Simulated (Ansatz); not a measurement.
Start from Ga2O3 in the corundum structure (space group R-3c, No. 167).

```
Ga2O3
1.0
    2.52884     1.46003     4.54105
   -2.52884     1.46003     4.54105
    0.00000    -2.92005     4.54105
Ga O
4 6
Cartesian
  0.00000   0.00000   4.84772
  0.00000   0.00000   1.96385
  0.00000   0.00000   8.77543
  0.00000   0.00000  11.65930
 -0.99569   1.46003   7.94684
 -0.76657  -1.59231   7.94684
  1.76227   0.13228   7.94684
  0.99569  -1.46003   5.67632
  0.76657   1.59231   5.67632
 -1.76227  -0.13228   5.67632
```

Cartesian axes are those of the cell as printed.

Method: PBE, PAW, 420 eV (Ansatz, a first-principles code; scalar-relativistic without spin-orbit coupling).

For the base:

- Pressure: 0.01 GPa
- Band gap: 2.40 eV

Perturbation: tensile biaxial strain of 1.05 % in the plane normal to [001], as in epitaxy on a mismatched substrate; the out-of-plane cell vector and the atoms relax.

**Question.** What does the calculation give for the pressure after the change?

**Answer.** The pressure (mean of the normal stresses, compression positive) shrinks by 2.94 GPa (0.01 GPa → -2.93 GPa).

**Question.** Predict the new out-of-plane strain.

**Answer.** The out-of-plane strain amounts to -0.72 %.

**Question.** What happens to the band gap?

**Answer.** The band gap drops by 0.17 eV, from 2.40 eV to 2.23 eV.

No phonon test of stability was made.
